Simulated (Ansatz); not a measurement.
An Ansatz (a quantum-chemistry and plane-wave program) input (plane-wave PAW DFT at the PBEsol level (Ansatz, 420 eV), without spin-orbit coupling):

Ansatz 0.2 input:
```yaml
crystal:
  lattice:
    - [7.5665993477, 0, 0]
    - [0, 3.4740242422, 0]
    - [-3.5249203309, 0, 10.2794007325]
  atoms:
    - { symbol: Tl, position: [0.4249151039, 0.75, 0.6095713195] }
    - { symbol: Tl, position: [0.5750848961, 0.25, 0.3904286805] }
    - { symbol: Tl, position: [0.0687893705, 0.25, 0.3669139174] }
    - { symbol: Tl, position: [0.9312106295, 0.75, 0.6330860826] }
    - { symbol: Tl, position: [0.2993682561, 0.25, 0.8534770411] }
    - { symbol: Tl, position: [0.7006317439, 0.75, 0.1465229589] }
    - { symbol: Tl, position: [0.7731142871, 0.25, 0.8680032016] }
    - { symbol: Tl, position: [0.2268857129, 0.75, 0.1319967984] }
    - { symbol: O, position: [0.2212219084, 0.25, 0.5993257746] }
    - { symbol: O, position: [0.7787780916, 0.75, 0.4006742254] }
    - { symbol: O, position: [0.4789855216, 0.25, 0.1723490836] }
    - { symbol: O, position: [0.5210144784, 0.75, 0.8276509164] }
    - { symbol: O, position: [0.6351605344, 0.25, 0.6113604835] }
    - { symbol: O, position: [0.3648394656, 0.75, 0.3886395165] }
basis: { ecutwfc: 420, ecutrho_ratio: 4, xc_grid: 2, fft_grid_basis: typed }
kpoints: { mp_grid: { grid: [4, 8, 3] } }
hamiltonian:
  xc: pbesol
  dispersion: none
  pseudopotentials: { kind: paw }
scf: { occupations: { method: fermi_dirac, width: 0.05 }, convergence: { dr2_threshold: 0.0000000014 } }
output: { forces: true, stress: true }
```

Problem. Which symmetry and how many k-points will the program report, and about how many plane waves at Γ?

Solution. Space group P21/m (ITA 11) with 4 operations, k-points 35 of 96, and 5289 plane waves at Γ.

Stability against distortions was not tested. The cell is Tl4O3 (space group P2_1/m, No. 11; a cell from a computed database, its experimental status unchecked).
